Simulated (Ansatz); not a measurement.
# Short convergence ladders for Ni3Ge (P4mm, 4 atoms in the cell)

```xyz
4
Lattice="3.5409 0.0000 0.0000 0.0000 3.5409 0.0000 0.0000 0.0000 3.5409" Properties=species:S:1:pos:R:3 pbc="T T T"
Ni     1.7705     0.0000     1.7705
Ni     0.0500     1.7705     1.7705
Ni     1.7705     1.7705     0.0000
Ge     0.0000     0.0000     0.0000
```

Base method: PBEsol, default PAW files made with PBE (plane waves; Ansatz, a program for electronic structure).

Base settings: basis.ecutwfc = 420 eV; kpoints.mp_grid.grid = 9 9 9; hamiltonian.xc = pbesol; hamiltonian.pseudopotentials = {kind: paw} (the program's default PAW files); scf.occupations.method = gaussian; scf.occupations.width = 0.1 eV.

The count of work is k-points × plane waves × bands × iterations; it is no time. 

**The cutoff for other potential files**

Level: DFT, PBEsol, plane waves, harder PAW files (source: ansatz) made with PBE.

In this ladder: hamiltonian.pseudopotentials = {kind: paw, source: ansatz}.

The second cell is the first with its lattice scaled by 0.98.

The mesh stays at the base's, so the ladder's end is converged at best in this setting alone.

The first pressure column holds Ansatz's estimate of the finite-basis (Pulay) stress, which hides part of the cutoff error; the other is without it.

Only quantities that move along the ladder and can be compared are tabulated.

```tsv
basis.ecutwfc	free energy less the last step's (meV/atom)	energy of the compressed cell less the first (meV/atom)	pressure (GPa)	pressure without the Pulay estimate (GPa)	largest difference of a force vector from the last step's (eV/Å)	count of work / last
415 eV	9108.23	-46.61	-15.00	-661.88	0.693	0.11
505 eV	1696.88	36.19	0.64	-160.79	0.122	0.15
645 eV	88.30	16.60	-2.77	-15.32	0.004	0.21
780 eV	3.15	16.82	-2.67	-3.23	0.000	0.27
920 eV	0.57	16.77	-2.68	-2.70	0.000	0.35
1105 eV	0.36	16.75	-2.68	-2.69	0.000	0.47
1380 eV	0.13	16.75	-2.68	-2.69	0.000	0.65
1840 eV	0.00	16.75	-2.68	-2.69	0.000	1.0
```

Coarsest basis.ecutwfc that holds the pressure without the Pulay estimate within 0.2 GPa of the last step, with all finer ones: 920 eV, at 0.35 of the last step's count of work; the step before is off by 0.55 GPa.

Coarsest basis.ecutwfc that holds the energy of the compressed cell less the first within 0.5 meV/atom of the last step, with all finer ones: 645 eV, at 0.21 of the last step's count of work; the step before is off by 19 meV/atom.

Coarsest basis.ecutwfc that holds the free energy within 0.5 meV/atom of the last step, with all finer ones: 1105 eV; the step before is off by 0.57 meV/atom.

The energy difference between the two cells stays within 1 meV/atom of the last step's from 645 eV on, the total only from 920 eV on: much of the error is common to both cells and cancels.

At the lowest cutoff the pressure without the Pulay estimate lies 659 GPa under the last step's, the usual sign of Pulay stress in an incomplete plane-wave basis.

**The density cutoff**

The second cell is the first with its lattice scaled by 0.98.

The mesh stays at the base's, so the ladder's end is converged at best in this setting alone.

Only quantities that move along the ladder and can be compared are tabulated.

```tsv
basis.ecutrho_ratio	free energy less the last step's (meV/atom)	energy of the compressed cell less the first (meV/atom)	pressure (GPa)	largest difference of a force vector from the last step's (eV/Å)
2	-12.95	14.61	-1.51	0.009
3	-0.25	16.62	-2.69	0.000
4	0.00	16.64	-2.71	0.000
5	0.00	16.64	-2.71	0.000
6	0.00	16.64	-2.71	0.000
8	0.00	16.64	-2.71	0.000
10	0.00	16.64	-2.71	0.000
12	0.00	16.64	-2.71	0.000
16	0.00	16.64	-2.71	0.000
```

Coarsest basis.ecutrho_ratio that holds the forces within 0.005 eV/Å of the last step, with all finer ones: 3; the step before is off by 0.009 eV/Å.

Coarsest basis.ecutrho_ratio that holds the energy of the compressed cell less the first within 0.5 meV/atom of the last step, with all finer ones: 3; the step before is off by 2.0 meV/atom.

Coarsest basis.ecutrho_ratio that holds the free energy within 2 meV/atom of the last step, with all finer ones: 3; the step before is off by 13 meV/atom.

**The relaxed cell against the cutoff**

On Ni3Ge (Pm-3m, 4 atoms in the cell): atoms on their sites.

In this ladder: relax = cell and atoms.

The mesh stays at the base's, so the ladder's end is converged at best in this setting alone.

Only quantities that move along the ladder and can be compared are tabulated.

```csv
basis.ecutwfc,relaxed volume (Å³/atom),relaxation steps
295 eV,11.170,12
355 eV,10.958,6
420 eV,10.948,4
505 eV,10.948,4
630 eV,10.947,4
840 eV,10.947,4
```

Coarsest basis.ecutwfc that holds the relaxed volume within 0.055 Å³/atom of the last step, with all finer ones: 355 eV; the step before is off by 0.22 Å³/atom.

At the lowest cutoff the cell relaxes to a volume 2.0 % larger than at the highest. Ansatz relaxes on a stress corrected for the finite basis.

On the base run: the starting cell comes from a database of computed structures (which also holds hypothetical and non-ambient phases and stackings), without a prior relaxation at this level. Its lattice was rescaled by up to half a per cent. One atom was moved a little off its site on purpose. Spin polarisation is off.

Left out of this page: 2 runs of the series failed or unconverged.

Keys are those of Ansatz 0.2.
